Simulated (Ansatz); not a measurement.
Al₂Cu (I4/mcm, No. 140) was calculated with r²SCAN-D4 (Ansatz, a program for electronic structure, PAW).

Run with plane-wave cutoff 560 eV, 14×14×14 k mesh, Fermi–Dirac smearing 0.05 eV, no spin polarisation, scalar-relativistic PAW data made under PBE.

Energies at three volumes about the minimum:

```
V (Å³/atom)  E − E_lowest (meV/atom)
-----------  -----------------------
13.940                          2.18
14.225                          0.00
14.509                          2.03
```

Task: Fit a parabola by hand: where is the minimum, and what is the bulk modulus?

Result: Slopes: (0.00 − 2.18)/(14.225 − 13.940) = -7.649 and (2.03 − 0.00)/(14.509 − 14.225) = 7.148 meV/Å³. Curvature E″ = 2 × (7.148 − (-7.649))/(14.509 − 13.940) = 52.011 meV/Å⁶. From the middle of the first interval, the slope vanishes at V0 = 14.0825 − (-7.649)/52.011 = 14.230 Å³/atom. B = V0 E″ = 14.230 × 52.011 meV/Å³ × 0.1602 GPa per meV/Å³ = 119 GPa. The full Birch–Murnaghan fit to all volumes gives V0 = 14.225 Å³/atom and B0 = 118 GPa.

Shape and atoms are relaxed at each volume.

Note: the bulk modulus comes from volumes at which shape and atoms were relaxed.
